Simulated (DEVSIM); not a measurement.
**abrupt Si n-p junction**

System: abrupt Si n-p junction, at 300 K.

```csv
layer (left to right),material,thickness (μm),Nd (cm⁻³),Na (cm⁻³),τn (s),τp (s)
1,Si,11.0,1e18,-,1.4e-7,1.4e-7
2,Si,2.00,-,4.5e15,1.4e-7,1.4e-7
```

Left contact: ohmic. Right contact: ohmic. Voltage is applied to the left contact. Recombination: SRH at mid-gap, Auger. Mobility is constant in doping.

The device is made up for the run: typed textbook-type constants, with dimensions and the other settings drawn at random. Values at 300 K.

| parameter | Si |
|---|---|
| gap (eV) | 1.124 |
| affinity (eV) | 4.05 |
| permittivity | 11.7 |
| Nc (cm⁻³) | 2.86e19 |
| Nv (cm⁻³) | 3.1e19 |
| μn (cm²/Vs) | 1417 |
| μp (cm²/Vs) | 470 |
| Cn (cm⁶/s) | 2.8e-31 |
| Cp (cm⁶/s) | 9.9e-32 |

Model (solved in DEVSIM): 1D drift-diffusion, Boltzmann statistics, complete ionisation; no tunnelling, impact ionisation, image-force lowering or self-heating.

| Property | Value |
|---|---|
| Potential step across the device at zero bias | 0.809 V |
| Largest field in the device at zero bias | 60000 V/cm |
| Dark forward voltage at 1 A/cm² | 0.540 V |
| Dark forward voltage at 100 A/cm² | 0.670 V |

Dark reverse current:

```json
[
 {"V (V)": "0.20", "J (A/cm²)": "6.3e-8"},
 {"V (V)": "0.50", "J (A/cm²)": "1.2e-7"},
 {"V (V)": "1.00", "J (A/cm²)": "2.0e-7"},
 {"V (V)": "1.50", "J (A/cm²)": "2.7e-7"},
 {"V (V)": "2.00", "J (A/cm²)": "3.3e-7"},
 {"V (V)": "3.00", "J (A/cm²)": "4.3e-7"},
 {"V (V)": "4.00", "J (A/cm²)": "5.1e-7"},
 {"V (V)": "5.00", "J (A/cm²)": "5.9e-7"},
 {"V (V)": "6.50", "J (A/cm²)": "6.9e-7"},
 {"V (V)": "8.00", "J (A/cm²)": "7.8e-7"},
 {"V (V)": "10.00", "J (A/cm²)": "8.9e-7"}
]
```

Small-signal capacitance in reverse bias (quasi-static):

| V (V) | C (nF/cm²) |
|---|---|
| 0.2 | 20.2 |
| 0.5 | 17.5 |
| 1 | 14.7 |
| 1.5 | 12.9 |
| 2 | 11.7 |
| 3 | 9.97 |
| 4 | 8.85 |
| 5 | 8.04 |
| 6.5 | 7.16 |
| 8 | 6.52 |
| 10 | 5.88 |
